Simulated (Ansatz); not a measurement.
Take Zr in the hcp (Mg type) structure (space group P6_3/mmc, No. 194; a = 3.2304 Å, c = 5.1788 Å; relaxed with 0.1 eV smearing) as the base. Axes: x lies along a and z along c of the hexagonal cell.

Computed with PBE (Ansatz, an electronic-structure program, PAW, spin-orbit coupling left out).

For the base:

```
Quantity   Result
--------  -------
Pressure  0.0 GPa
```

It is then changed as follows: biaxial strain +1.50 %, plane normal [001], relaxed out of plane (Cartesian); in-plane vectors clamped, the third vector and the atoms free.

Q: Estimate the effect on the pressure.

A: The pressure (mean of the normal stresses, compression positive) goes from zero to -1.5 GPa.

Whether these cells are dynamically stable was not tested. All final runs are without spin polarisation.
